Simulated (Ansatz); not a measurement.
Base system: WO3 (space group P4/nmm, No. 129).

```
WO3
1.0
    5.31455     0.00000     0.00000
    0.00000     5.31455     0.00000
    0.00000     0.00000     3.93319
W O
2 6
Direct
  0.50000   0.00000   0.93554
  0.00000   0.50000   0.06446
  0.50000   0.00000   0.48943
  0.00000   0.50000   0.51057
  0.25000   0.25000   0.00000
  0.25000   0.75000   0.00000
  0.75000   0.75000   0.00000
  0.75000   0.25000   0.00000
```

Cartesian axes are those of the cell as printed.

Computed with PBEsol (Ansatz, a first-principles code; PAW; 420 eV plane waves; no spin-orbit coupling).

Now apply this change: an isotropic linear strain of −0.70 %, atoms relaxed at fixed cell.

Q: Predict the stress tensor and what it implies for the stiffness.

A: Stress of the strained cell less that of the base (GPa, compression positive):
```
   4.63    0.00    0.00
   0.00    4.63    0.00
   0.00    0.00    3.06
```

Then B = −ΔP/(ΔV/V₀) with ΔV/V₀ = -0.0209 gives secant stiffness values (nonlinear terms included at this strain): B (at held cell shape, above the free-shape value) ≈ 197 GPa.

Stability against distortions was not tested.
